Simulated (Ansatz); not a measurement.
## Zinc-blende LaN (model structure)

Computed with r²SCAN (PAW; Ansatz, a first-principles code).

Numerical settings: plane-wave cutoff 500 eV, 12×12×12 k mesh, Fermi–Dirac smearing 0.05 eV, scalar-relativistic PAW data made under PBE.

Cell (relaxed at this level):

```cif
data_LaN
_chemical_formula_sum 'La1 N1'
_space_group_name_H-M_alt 'P 1'
_space_group_IT_number 1
_cell_length_a 3.96310
_cell_length_b 3.96310
_cell_length_c 3.96310
_cell_angle_alpha 60.000
_cell_angle_beta 60.000
_cell_angle_gamma 60.000
loop_
_space_group_symop_operation_xyz
  'x, y, z'
loop_
_atom_site_label
_atom_site_type_symbol
_atom_site_fract_x
_atom_site_fract_y
_atom_site_fract_z
_atom_site_occupancy
La1 La 0.00000 0.00000 0.00000 1
N1 N 0.25000 0.25000 0.25000 1
```

```yaml
band_gap: 1.51 eV (on the SCF k mesh)
```

Note: the relaxation could raise the start's symmetry but not lower it, so the cell can be a saddle point.

Spin–orbit coupling is not included.

Computed values are for the static lattice.

It cost roughly 70 core-seconds of CPU time.

A model structure was made by putting elements into a prototype or built by hand; it is no filed structure, need not be a known phase, and can be a saddle point held by its symmetry.
